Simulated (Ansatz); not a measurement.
Ansatz (an electronic-structure program) run on NaMgF₃ (P4mm, 5 atoms in the cell): self-consistent single point.

Computed with PBEsol, default PAW files made with PBE (plane waves; Ansatz).

```
NaMgF3
1.0
    3.96269     0.00000     0.00000
    0.00000     3.96269     0.00000
    0.00000     0.00000     3.96269
Na Mg F
1 1 3
Direct
  0.00000   0.00000   0.01262
  0.50000   0.50000   0.50000
  0.50000   0.50000   0.00000
  0.00000   0.50000   0.50000
  0.50000   0.00000   0.50000
```

Reference input (self-consistent single point, DFT, PBEsol, plane waves, default PAW files made with PBE): basis.ecutwfc = 420 eV; kpoints.mp_grid.grid = 6 6 6; hamiltonian.xc = pbesol; hamiltonian.pseudopotentials = {kind: paw} (the program's default PAW files); scf.occupations.method = fermi_dirac; scf.occupations.width = 0.01 eV. This run's input differs from it in these lines:

Ansatz 0.2 input:
```diff
@@ -16,3 +16,4 @@
   mp_grid:
-    grid: [6, 6, 6]
+    grid: [16, 16, 16]
+    shift: [0.5, 0.5, 0.5]
 hamiltonian:
```

Log, with long lists cut:

```
SCF iter   1: F=—  HF=-5796.799689 eV  |F-HF|=—  |Δ(HF+E_count)|=         —  Δρ=1.30e-2  dr2=6.44e-2  ethr=1.77e-3  ⟨swp⟩=6.0  Hψ=31917  notcnv=0
all-band conjugate gradients solve this SCF's bands
preconditioner: auto → Resta (q_TF=auto, 2.535 Å⁻¹)
SCF iter   2: F=—  HF=-5796.780000 eV  |F-HF|=—  |Δ(HF+E_count)|=   1.97e-2  Δρ=2.29e-3  dr2=9.77e-4  ethr=1.61e-4  ⟨swp⟩=2.1  Hψ=14200  notcnv=0  defer=288
SCF iter   3: F=—  HF=-5796.779674 eV  |F-HF|=—  |Δ(HF+E_count)|=   3.26e-4  Δρ=6.64e-4  dr2=1.54e-4  ethr=2.44e-6  ⟨swp⟩=2.0  Hψ=12145  notcnv=0  defer=288
SCF iter   4: F=—  HF=-5796.779710 eV  |F-HF|=—  |Δ(HF+E_count)|=   3.62e-5  Δρ=1.82e-4  dr2=1.05e-5  ethr=3.86e-7  ⟨swp⟩=2.0  Hψ=13176  notcnv=0  defer=288
SCF iter   5: F=—  HF=-5796.779645 eV  |F-HF|=—  |Δ(HF+E_count)|=   6.47e-5  Δρ=3.52e-5  dr2=4.51e-7  ethr=2.62e-8  ⟨swp⟩=2.0  Hψ=12744  notcnv=0  defer=288
SCF iter   6: F=-5796.779645 eV  HF=-5796.779645 eV  |F-HF|=5.60e-8  |Δ(HF+E_count)|=   1.33e-7  Δρ=1.27e-5  dr2=7.65e-8  ethr=2.50e-10  ⟨swp⟩=8.0  Hψ=30544  notcnv=0
SCF 1 converged in 6 iterations: F = -5796.779645 eV  dr2 = 7.65e-8
Free energy (F): -5796.779645 eV
Internal energy: -5796.779645 eV  (E = F + TS)
E sigma→0 (E₀):  -5796.779645 eV
Fermi energy:    4.304115 eV
--- Forces (eV/Å), atoms counted from 1 ---
  atom   1  Na     0.00000000     0.00000000    -0.00099278
  atom   2  Mg     0.00000000     0.00000000     0.04716635
  atom   3  F     -0.00000000     0.00000000     0.02138218
  atom   4  F      0.00000000     0.00000000    -0.03377838
  atom   5  F      0.00000000     0.00000000    -0.03377838
--- Stress (GPa, compression-positive) ---
       -2.844790       0.000000      -0.000000
        0.000000      -2.844790       0.000000
       -0.000000       0.000000      -2.845346
  P = ⅓ Tr σ = -2.8450 GPa (-28.450 kbar)
  The stress holds the Pulay correction. Without it, at fixed plane waves, as pw.x and ABINIT print it: P = -3.4359 GPa
```

The run converged in 6 iterations. Against the reference run the free energy is nearly the same (within 1 meV/atom), the pressure stays at -2.84 GPa, the largest force stays at 0.047 eV/Å and the gap on the mesh goes from 5.804 to 5.862 eV.

The starting cell comes from a database of computed structures (which also holds hypothetical and non-ambient phases and stackings), without a prior relaxation at this level. Its lattice was rescaled by up to half a per cent. One atom was moved a little off its site on purpose. Ansatz's pressure includes its estimate of the finite-basis (Pulay) stress. Without the estimate this run gives -3.44 GPa. The shifted mesh does not hold Γ, so a gap read on it misses any band edge there.

Cost on one core of a shared machine: roughly 40 s.
